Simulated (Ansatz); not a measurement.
Base system: NaI in the rock salt structure (space group Fm-3m, No. 225; a = 6.529 Å).

Computed with Kohn–Sham DFT with the PBE functional, run in Ansatz (a first-principles code) with PAW and 420 eV plane waves, scalar-relativistic without spin-orbit coupling.

One change was made to it. Results:

The density increases by 1.035 g/cm³, from 3.58 g/cm³ to 4.61 g/cm³; the electron mass becomes 0.24 mₑ (at Γ) (base: 0.27 mₑ (at Γ)); the hole mass (degenerate bands, along [100]) changes from 0.39, 1.7, 1.7 mₑ (at Γ) to 0.31, 1.2, 1.2 mₑ (at Γ); the shortest interatomic distance decreases by 0.2652 Å (3.265 Å → 2.999 Å).

Task: Which change produced these results?
A. pressure 7 GPa
B. pressure 30 GPa
C. pressure 75 GPa
D. pressure −1 GPa
E. pressure 50 GPa

Result: A, pressure 7 GPa. For comparison, the electron mass in the other runs: pressure 75 GPa gives 1.1 mₑ along k, 0.19 mₑ across (at X); pressure −1 GPa gives 0.28 mₑ (at Γ); pressure 50 GPa gives 1.1 mₑ along k, 0.21 mₑ across (at X); pressure 30 GPa gives 1.1 mₑ along k, 0.24 mₑ across (at X).

With I present, leaving out spin-orbit coupling can change the band edges. The levels and masses belong to the bands next to the band gap. Load acts through the strain it causes; cell and atoms are relaxed under it. Masses are band curvatures over ±0.01 Å⁻¹ around the edge. Along k means along the line from Γ to the band edge. Stability against distortions was not tested. Competing high-pressure phases were not computed.
